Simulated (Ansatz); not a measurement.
By PBEsol, the system below comes out a metal.

The ballistic (Sharvin) conductance counts the channels at the Fermi level: G/A = (e²/h) × channels of both spins per area.

Input:

```
Zn
1.0
    2.66665     0.00000     0.00000
   -1.33332     2.30938     0.00000
    0.00000     0.00000     4.87316
Zn
2
Direct
  0.33333   0.66667   0.25000
  0.66667   0.33333   0.75000
```

Space group of this cell: P6_3/mmc, hcp (Mg type). The cell is strained (lengths across the current scaled by 1.02, ions clamped); by PBEsol its mean pressure is -4.8 GPa.

The current flows along the normal of the first two printed cell vectors, the (001) (indices of the unstrained crystal) plane of the conventional cell. No spin-orbit coupling; the value is a mean over 0.1 eV about the Fermi level.

Question: Give the ballistic conductance per area that PBEsol in Ansatz (a quantum-chemistry and plane-wave program) yields.

Answer: 0.84 × 10¹⁵ S/m² for both spins.
